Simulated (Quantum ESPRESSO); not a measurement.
**Parameter sweep on YMo6Se8 (R-3, 15 atoms in the cell)**

```xyz
15
Lattice="4.8453 2.7975 4.0354 -4.8453 2.7975 4.0354 0.0000 -5.5949 4.0354" Properties=species:S:1:pos:R:3 pbc="T T T"
Y      0.0000     0.0000     0.0000
Mo     0.6610    -1.4371     7.1998
Mo    -0.6610     1.4371     4.9063
Mo     0.9141     1.2909     7.1998
Mo    -0.9141    -1.2909     4.9063
Mo    -1.5750     0.1461     7.1998
Mo     1.5750    -0.1461     4.9063
Se     0.0000     0.0000     9.2381
Se     0.0000     0.0000     2.8680
Se    -1.2086     2.8450     7.0627
Se     1.2086    -2.8450     5.0433
Se    -1.8596    -2.4692     7.0627
Se     1.8596     2.4692     5.0433
Se     3.0682    -0.3759     7.0627
Se    -3.0682     0.3759     5.0433
```

Base run A: Quantum ESPRESSO with PBEsol, GBRV 1.5 ultrasoft (PBESOL) pseudopotentials, self-consistent single point.

Its settings: ecutwfc = 40 Ry; ecutrho = 320 Ry; occupations = smearing; smearing = fd; degauss = 0.0073499 Ry; potentials = {Y: y_pbesol_v1.4.uspp.F.UPF, Mo: mo_pbesol_v1.uspp.F.UPF, Se: se_pbesol_v1.uspp.F.UPF}; K_POINTS = automatic 4 4 4 0 0 0; conv_thr = 1e-10 Ry.

The starting cell comes from a database of computed structures (which also holds hypothetical and non-ambient phases and stackings), without a prior relaxation at this level. Its lattice was rescaled by a random factor within 2.5 % of one. Spin polarisation is off; with an odd number of electrons in the cell that forces a metal, and a magnetic state may lie lower. In the base run, with a pressure of about -11 GPa the cell is away from its equilibrium volume at this level.

ΔF is the free energy per atom less that of run A. 

Run A gave: pressure (GPa) -11.09; largest force (eV/Å) 0.996; TS (meV/atom) 11.8; k-points 14.

Runs:
- B: degauss, K_POINTS = 0.002205 Ry, automatic 2 2 2 0 0 0
- C: degauss, K_POINTS = 0.0073499 Ry, automatic 2 2 2 0 0 0
- D: degauss, K_POINTS = 0.02205 Ry, automatic 2 2 2 0 0 0
- E: degauss, K_POINTS = 0.002205 Ry, automatic 3 3 3 0 0 0
- F: degauss, K_POINTS = 0.0073499 Ry, automatic 3 3 3 0 0 0
- G: degauss, K_POINTS = 0.02205 Ry, automatic 3 3 3 0 0 0
- H: degauss, K_POINTS = 0.002205 Ry, automatic 4 4 4 0 0 0
- I: degauss, K_POINTS = 0.02205 Ry, automatic 4 4 4 0 0 0
- J: degauss, K_POINTS = 0.002205 Ry, automatic 5 5 5 0 0 0

### Question
What does run H change against A?

### Answer
The free energy goes up by 6.3 meV/atom, the pressure hardly changes (-11.09 to -11.14 GPa) and the largest force hardly changes (0.996 to 0.991 eV/Å).

### Question
What does run I change against A?

### Answer
The free energy goes down by 43.7 meV/atom, the pressure goes from -11.09 to -10.59 GPa and the largest force goes from 0.996 to 0.866 eV/Å.

```csv
run,ΔF (meV/atom),pressure (GPa),largest force (eV/Å),TS (meV/atom),k-points
A,0.00,-11.09,0.996,11.8,14
B,8.5,-11.13,0.993,1.5,4
C,2.9,-11.10,0.980,11.3,4
D,-41.2,-10.58,0.855,113.5,4
E,6.5,-11.14,1.005,1.5,6
F,0.15,-11.09,1.010,12.0,6
G,-43.7,-10.60,0.863,112.5,6
H,6.3,-11.14,0.991,1.6,14
I,-43.7,-10.59,0.866,112.8,14
J,6.2,-11.15,0.980,1.5,23
```
